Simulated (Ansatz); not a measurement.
The starting structures come from a database of crystals and need not be the phases stable at ambient conditions.

 Where the default PAW files enter, the runs use the earlier of Ansatz's two default sets.

By LDA, the system below comes out a metal.

A figure of merit of an interconnect metal is its ballistic conductance per area.

Data:

```xyz
8
Lattice="4.9400 0.0000 0.0000 0.0000 6.9862 0.0000 0.0000 3.4931 3.4931" Properties=species:S:1:pos:R:3 pbc="T T T"
Ge     0.0000     0.0000     0.0000
Ge     2.4700     3.4931     0.0000
Mo     2.4700     6.1129     0.8733
Mo     2.4700     4.3663     2.6198
Mo     0.0000     4.3663     0.8733
Mo     0.0000     6.1129     2.6198
Mo     1.2350     1.7465     1.7465
Mo     3.7050     1.7465     1.7465
```

Space group of this cell: Pm-3n, A15 (Cr3Si type). The cell is taken as given; by LDA its mean pressure is -9.4 GPa.

The current flows along the normal of the first two printed cell vectors, the (110) plane of the conventional cell. No spin-orbit coupling; the value is a mean over 0.1 eV about the Fermi level.

Compute, with Ansatz (an electronic-structure program) with LDA, the ballistic conductance per area.

0.77 × 10¹⁵ S/m² for both spins.
